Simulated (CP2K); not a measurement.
# A short convergence ladder for LaOF (P4mm, 6 atoms in the cell)

```
CELL_PARAMETERS angstrom
      4.08959     0.00000     0.00000
      0.00000     4.08959     0.00000
      0.00000     0.00000     5.84299
ATOMIC_POSITIONS crystal
  La 0.50000 0.00000 0.72427
  La 0.00000 0.50000 0.28429
  O  0.00000 0.00000 0.50000
  O  0.50000 0.50000 0.50000
  F  0.50000 0.50000 0.00000
  F  0.00000 0.00000 0.00000
```

Base method: LDA (Pade form), GPW, DZVP-MOLOPT-SR-GTH basis, GTH-PADE potentials (GTH_POTENTIALS) run with CP2K.

Base settings: CUTOFF = 550 Ry; REL_CUTOFF = 50 Ry; SMEAR/METHOD = FERMI_DIRAC; ELECTRONIC_TEMPERATURE = 580.23 K; KPOINTS/SCHEME = MONKHORST-PACK 3 3 2; GAMMA_CENTERED = T; XC_FUNCTIONAL = PADE; La/BASIS_SET = DZVP-MOLOPT-SR-GTH-q11; La/POTENTIAL = GTH-PADE-q11; O/BASIS_SET = DZVP-MOLOPT-SR-GTH-q6.

**The width of Fermi-Dirac smearing**

The mesh stays at the base's, so the ladder's end is converged at best in this setting alone.

Only quantities that move along the ladder and can be compared are tabulated; the gap is left out on so coarse a mesh.

| ELECTRONIC_TEMPERATURE | free energy less the last step's (meV/atom) | pressure (GPa) | largest difference of a force vector from the last step's (eV/Å) |
|---|---|---|---|
| 11604.5 K | -136.24 | -3.79 | 0.788 |
| 5802.26 K | -3.81 | -6.49 | 0.061 |
| 2320.9 K | 0.00 | -6.62 | 0.000 |
| 1160.45 K | 0.00 | -6.62 | 0.000 |
| 232.09 K | 0.00 | -6.62 | 0.000 |

Widest ELECTRONIC_TEMPERATURE that holds the pressure within 0.5 GPa of the last step, with all finer ones: 5802.26 K; the step before is off by 2.8 GPa.

Widest ELECTRONIC_TEMPERATURE that holds the forces within 0.01 eV/Å of the last step, with all finer ones: 2320.9 K; the step before is off by 0.061 eV/Å.

Widest ELECTRONIC_TEMPERATURE that holds the free energy within 1 meV/atom of the last step, with all finer ones: 2320.9 K; the step before is off by 3.8 meV/atom.

On the base run: the starting cell comes from a database of computed structures (which also holds hypothetical and non-ambient phases and stackings), without a prior relaxation at this level. Its lattice was rescaled by up to half a per cent. One atom was moved a little off its site on purpose. Values carry the incompleteness of an atom-centred basis. In the base run, with a pressure of about -7 GPa the cell is away from its equilibrium volume at this level.
